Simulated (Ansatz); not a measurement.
System: interstitial N in beta Si3N4 (charge state -1). Method: PBE, PAW (plane waves to 420 eV; Ansatz, a quantum-chemistry and plane-wave program).

Settings: 84 host sites, the relaxed PBE lattice, the Γ point alone, smearing 0.01 eV, spin-restricted, no image-charge correction. Energies are static. The charge state is imposed; whether it is stable for some Fermi level was not computed. Sites that were not tried may lie lower.

Barriers: single points on a 2×2×2 k-point mesh shifted by half a step along c at the bands' geometries.

The step: a concerted move, in which N travels most. Atoms about the jump, Cartesian Å from the middle of the jump, before and after:

| atom | x0 | y0 | z0 | x1 | y1 | z1 |
|---|---|---|---|---|---|---|
| N1 | -0.29 | 0.32 | -0.20 | 0.29 | -0.32 | 0.20 |
| N2 | 1.00 | -0.07 | 0.63 | 1.58 | 0.29 | 0.83 |
| Si3 | 0.56 | -0.94 | -1.05 | 0.60 | -1.17 | -1.21 |
| Si4 | 0.79 | 1.73 | 0.38 | 0.98 | 1.83 | 0.51 |
| Si5 | 0.68 | -1.05 | 2.00 | 0.72 | -0.95 | 1.80 |
| N6 | -0.76 | 2.53 | 0.49 | -0.70 | 2.34 | 0.41 |
| Si7 | -1.97 | 1.27 | 0.34 | -2.08 | 1.28 | 0.38 |
| N8 | -2.42 | 0.38 | -1.16 | -2.19 | 0.33 | -1.09 |
| N9 | -0.77 | -2.08 | -1.09 | -0.80 | -2.18 | -1.19 |
| N10 | 0.72 | -0.06 | -2.57 | 0.69 | -0.10 | -2.57 |
| N11 | 1.70 | 2.16 | -1.06 | 1.68 | 2.22 | -1.07 |
| N12 | -0.72 | -2.05 | 1.85 | -0.71 | -2.08 | 1.91 |
| N13 | 2.03 | -1.96 | -1.04 | 2.06 | -2.10 | -1.09 |
| N14 | -2.16 | 0.38 | 1.87 | -2.15 | 0.35 | 1.86 |
| Si15 | 0.83 | 1.68 | -2.50 | 0.86 | 1.65 | -2.49 |
| Si16 | -2.36 | -1.36 | -1.10 | -2.35 | -1.41 | -1.09 |
| Si17 | -2.33 | -1.36 | 1.84 | -2.30 | -1.40 | 1.85 |
| N18 | 1.66 | 2.22 | 1.88 | 1.67 | 2.49 | 2.00 |
| N19 | 0.69 | -0.04 | 3.40 | 0.70 | -0.04 | 3.33 |
| N20 | 2.10 | -2.01 | 1.95 | 2.02 | -2.15 | 1.86 |
| N21 | -0.78 | 2.37 | -2.48 | -0.74 | 2.33 | -2.53 |

**Question.** Where do these atoms stand at the saddle point, and how high is it?

**Answer.** 
```
atom      x      y      z
----  -----  -----  -----
N1     0.16   0.03   0.00
N2     1.56   0.08   0.80
Si3    0.56  -1.07  -1.22
Si4    0.88   1.66   0.42
Si5    0.79  -0.98   1.89
N6    -0.73   2.41   0.42
Si7   -2.07   1.31   0.37
N8    -2.22   0.35  -1.10
N9    -0.80  -2.14  -1.19
N10    0.67  -0.08  -2.63
N11    1.70   2.16  -1.07
N12   -0.67  -2.02   1.81
N13    2.02  -2.04  -1.06
N14   -2.17   0.37   1.85
Si15   0.85   1.66  -2.50
Si16  -2.36  -1.39  -1.10
Si17  -2.29  -1.36   1.83
N18    1.63   2.38   1.93
N19    0.73  -0.04   3.35
N20    2.04  -2.19   1.92
N21   -0.75   2.35  -2.50
```
It lies 0.29 eV above the start and 0.17 eV above the end. The saddle point's order was not checked.
